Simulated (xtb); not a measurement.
xtb 6.7.1, GFN2-xTB: Hf(Br)2(OSiH3)2 ([SiH3][O][Hf]([Br])([Br])[O][SiH3]), 13 atoms. The geometry is a generated start, not checked to be a minimum at this level.

```json
{
 "run_flags": "--grad",
 "method": "GFN2-xTB",
 "--acc": "1 (default)",
 "--etemp (K)": "300 (default)",
 "basis_functions": "64",
 "valence_electrons": "44"
}
```

```xyz
13

Hf    -0.7625     1.2574     0.5976
Br    -1.8844     3.4100     0.8733
Br    -0.7813     0.3227     2.8692
O      1.0383     1.4786     0.1542
Si     2.1692     0.3552    -0.0781
H      3.4366     0.9734     0.3052
H      2.1392    -0.0495    -1.4912
H      1.8590    -0.8002     0.7990
O     -1.7725     0.0852    -0.4475
Si    -1.4336    -1.4427    -0.8290
H     -0.5378    -1.9888     0.2213
H     -0.7593    -1.4530    -2.1350
H     -2.7108    -2.1483    -0.8390
```

Charge 0 and multiplicity 1 are set for this test and not shown to be the ground state.

One run each on 1 thread. Values of broydamp tried: 0.02, 0.05, 0.1, 0.2, 0.4 (default), 0.6, 0.8, 1.

### Question
How does the count of SCC iterations change with broydamp, and where is it least?

### Answer
Fewest SCC iterations, within one of each other: 0.2 with 21, 0.4 (default) with 20. The count rises to 33 at 0.02. All converge to one solution.

```tsv
broydamp	SCC iterations	end
0.02	33	same solution
0.05	25	same solution
0.1	23	same solution
0.2	21	same solution
0.4 (default)	20	same solution
0.6	24	same solution
0.8	26	same solution
1	27	same solution
```
